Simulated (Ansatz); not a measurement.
Ru under load (space group P6_3/mmc), PBEsol, DFPT electron-phonon coupling, linearised Boltzmann equation (Ansatz, an electronic-structure program). Condition of this run: hydrostatic pressure 30 GPa (the target of the relaxation). Phonon-limited resistivity 4.69 μΩ·cm at 300 K along x (a = (2.62, 0.00, 0.00) Å; b = (-1.31, 2.27, 0.00) Å; c = (0.00, 0.00, 4.15) Å), 6.59 μΩ·cm at 400 K, current-weighted mean free path 12.3 nm, Drude plasma energy 9.15 eV.

Task: Estimate the resistivity of a 80 nm square wire with diffuse walls from ρ ≈ ρ₀(1 + 3ℓ/4d).

Result: 1 + 0.75 × 12.3/80 = 1.12, so ρ ≈ 5.23 μΩ·cm and a line 1 μm long has 8.17 Ω. The formula is the free-electron limit for d well above ℓ; grain boundaries add to it.

Task: What temperature coefficient of resistance follows, and how does it compare with 1/T?

Result: (ρ₄₀₀ − ρ₃₀₀)/(100 K × ρ₃₀₀) = 4.05×10⁻³ K⁻¹, against 1/T = 3.33×10⁻³ K⁻¹ for a resistivity proportional to T. It lies higher because phonons are still being populated at 300 K; impurities would add a constant and lower it.

Task: Estimate the electronic thermal conductivity at 300 K by the Wiedemann-Franz law (L₀ = 2.44×10⁻⁸ W·Ω/K²).

Result: L₀T/ρ = 2.44×10⁻⁸ × 300/(4.69×10⁻⁸) = 156 W/(m·K). Inelastic scattering puts the true Lorenz number somewhat under L₀ near and below the Debye temperature.

A metal at this level (no band gap). Only scattering by harmonic phonons is included (no impurities, grain boundaries, electron-electron scattering or thermal expansion). Spin-orbit coupling is left out. Halving the electron mesh (36x36x20) moves the resistivity by up to 5 % at 300 K, the mean free path by up to 4 %. Smearing 0.20 eV; phonons on a 6x6x4 q mesh, which this run doesn't test.
